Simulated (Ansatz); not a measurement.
**CaO in the rock salt structure (space group Fm-3m, No. 225)**

```
CaO
1.0
    0.00000     2.38356     2.38356
    2.38356     0.00000     2.38356
    2.38356     2.38356     0.00000
Ca O
1 1
Direct
  0.00000   0.00000   0.00000
  0.50000   0.50000   0.50000
```

Computed with Ansatz (a program for electronic structure), PBEsol, PAW, cutoff 420 eV, no spin-orbit coupling. Γ-centred 12×12×12 mesh, Fermi–Dirac width 0.05 eV.

* **Volume per atom**: 13.54 Å³
* **Density**: 3.44 g/cm³
* **Band gap**: 3.54 eV, indirect, Γ → X
* **Electron mass**: 1.4 mₑ along k, 0.42 mₑ across
* **Hole mass (degenerate bands, along [100])**: 0.34, 2.8, 2.8 mₑ
* **Lowest conduction-band minima above the VBM**: X along ⟨100⟩ 3.54 eV; Γ 4.78 eV
* **Total energy**: -1179.052 eV/atom (σ→0; compares only within this code and set-up)

Effective masses come from finite differences of ±0.01 Å⁻¹. Along k means along the line from Γ to the band edge. Stability against distortions was not tested.
